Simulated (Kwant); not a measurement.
Device: wire with a row of barriers in a Ge (holes) two-dimensional gas. Effective mass 0.06 mₑ, grid spacing 6.2 nm, hard walls, nominal width 150 nm (25 grid rows, so walls 161.2 nm apart), one parabolic valley, scattering region 620 nm long along x; energies count from the band bottom; Fermi energy swept from 0.00022283 to 0.0026461 eV. 3 barrier(s) across the wire, height 0.019 eV, thickness 12.4 nm (about 2 grid columns), spaced by 37.2 nm.

The device is made up for the run: typed textbook-type constants, with dimensions and the other settings drawn at random.

Model: effective-mass tight-binding model on a square grid, one spin, coherent transport at 0 K (Kwant). Conductance is in e²/h.

### Question
How many channels do the leads carry at E = 2.36, 2.63 meV?

### Answer
The hard-wall thresholds are n² ħ²π²/(2mW²) = n² × 0.241 meV with W = 161.2 nm. √(2.36/0.241) = 3.13, so 3. √(2.63/0.241) = 3.30, so 3.
